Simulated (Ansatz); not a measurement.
# Converging the plane-wave cutoff: LuCl3 (P3m1, 8 atoms in the cell)

```
LuCl3
1.0
    9.41660     0.00000     0.00000
   -4.70830     8.15502     0.00000
    0.00000     0.00000     3.45521
Lu Cl
2 6
Cartesian
  4.70830   2.71834   0.91380
  0.00000   5.43668   2.59141
  6.36703   1.76067   2.59141
 -1.65873   6.39435   0.86380
  1.65873   6.39435   0.86380
  3.04957   1.76067   2.59141
  4.70830   4.63368   2.59141
  0.00000   3.52134   0.86380
```

Computed with LDA (PW92), default PAW files made with PBE (plane waves; Ansatz, a quantum-chemistry and plane-wave program).

Base settings: basis.ecutwfc = 420 eV; kpoints.mp_grid.grid = 1 1 5; hamiltonian.xc = lda; hamiltonian.pseudopotentials = {kind: paw} (the program's default PAW files); scf.occupations.method = fixed.

The second cell is the first with its lattice scaled by 0.98.

The mesh stays at the base's, so the ladder's end is converged at best in this setting alone.

The first pressure column holds Ansatz's estimate of the finite-basis (Pulay) stress, which hides part of the cutoff error; the other is without it.

Only quantities that move along the ladder and can be compared are tabulated; the gap is left out on so coarse a mesh.

The count of work is k-points × plane waves × bands × iterations; it is no time. 

The starting cell comes from a database of computed structures (which also holds hypothetical and non-ambient phases and stackings), without a prior relaxation at this level. Its lattice was rescaled by up to half a per cent. One atom was moved a little off its site on purpose.

```csv
basis.ecutwfc,free energy less the last step's (meV/atom),energy of the compressed cell less the first (meV/atom),pressure (GPa),pressure without the Pulay estimate (GPa),largest difference of a force vector from the last step's (eV/Å),count of work / last
145 eV,13879.78,450.10,-2.58,-226.86,0.618,0.056
170 eV,6243.89,-91.92,-1.68,-109.84,0.326,0.063
190 eV,3338.01,-28.41,-1.23,-68.83,0.136,0.073
210 eV,1714.34,-18.74,-0.57,-44.36,0.040,0.083
230 eV,708.43,21.15,-0.84,-24.15,0.057,0.098
250 eV,305.73,-14.60,-0.63,-12.78,0.059,0.12
295 eV,28.76,4.32,-0.98,-2.34,0.033,0.16
335 eV,5.04,2.32,-1.09,-1.28,0.010,0.19
380 eV,1.45,1.94,-1.12,-1.15,0.002,0.23
420 eV,0.71,1.91,-1.12,-1.14,0.001,0.27
460 eV,0.43,1.89,-1.12,-1.13,0.000,0.28
505 eV,0.26,1.87,-1.12,-1.13,0.000,0.36
565 eV,0.12,1.87,-1.12,-1.13,0.000,0.42
630 eV,0.05,1.87,-1.12,-1.13,0.000,0.49
735 eV,0.03,1.87,-1.12,-1.13,0.000,0.63
840 eV,0.02,1.87,-1.12,-1.13,0.000,0.76
1010 eV,0.00,1.86,-1.12,-1.13,0.000,1.0
```

Coarsest basis.ecutwfc that holds the energy of the compressed cell less the first within 1 meV/atom of the last step, with all finer ones: 335 eV, at 0.19 of the last step's count of work; the step before is off by 2.5 meV/atom.

Coarsest basis.ecutwfc that holds the pressure within 0.2 GPa of the last step, with all finer ones: 295 eV, at 0.16 of the last step's count of work; the step before is off by 0.49 GPa.

Coarsest basis.ecutwfc that holds the pressure without the Pulay estimate within 0.5 GPa of the last step, with all finer ones: 335 eV, at 0.19 of the last step's count of work; the step before is off by 1.2 GPa.

The energy difference between the two cells stays within 1 meV/atom of the last step's from 335 eV on, the total only from 420 eV on: much of the error is common to both cells and cancels.

At the lowest cutoff the pressure without the Pulay estimate lies 226 GPa under the last step's, the usual sign of Pulay stress in an incomplete plane-wave basis.

Keys are those of Ansatz 0.2.
